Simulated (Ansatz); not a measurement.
Amorphous In$_{24}$O$_{38}$Ti, 63 atoms at 6.37 g/cm³, one PBE-relaxed geometry, zone centre. Methods: PBE, scalar-relativistic without spin-orbit coupling (Ansatz, a first-principles code); r2SCAN, scalar-relativistic without spin-orbit coupling (Ansatz); HSE06, scalar-relativistic without spin-orbit coupling (Ansatz). Plane waves to 420 eV (r2SCAN 500 eV); exact exchange is cut at the cell's faces. At PBE the levels at the filled edge of the gap are localised (band-tail or defect states). All rungs ran without spin polarisation.

It comes from a melt-quench run on a machine-learned potential (CHGNet), relaxed afterwards by DFT. O atoms were pushed apart under 1.9 Å during the dynamics, to hinder bonds among them. The hot cell started wider than the set density and was brought back towards it in steps. It is the lowest in DFT energy of 2 quenches. It is a model cell: composition and starting density were chosen by hand, and all elements were melted together. No dispersion term was used. Its density started from a set value of 6.37 and ended at 6.37 g/cm³. The quench (nominally 220 K/ps over its main leg) was far faster than any real one, so the model tends to hold more defects than a real film. Values belong to this one cell and scatter from quench to quench. The volume was held where the preparation left it and the shape relaxed, at a PBE pressure of 0.7 GPa. Stress components on the final sampling reach 0.7 GPa.

The relaxation ran on the zone centre alone. At PBE the level gap is 0.65 eV on a 2×2×2 Γ-centred mesh, and the spacing at the zone centre alone 0.68 eV.

**Question.** What zone-centre spacing does r2SCAN give, roughly?

**Answer.** 1.10 eV (+0.42 eV against PBE).

**Question.** What zone-centre spacing does HSE06 give, roughly?

**Answer.** 2.08 eV (+1.40 eV against PBE).

The highest filled and the lowest empty state spread over these numbers of atoms (participation numbers): PBE: 7.7 and 57.7; r2SCAN: 6.8 and 58.6; HSE06: 7.8 and 58.7.
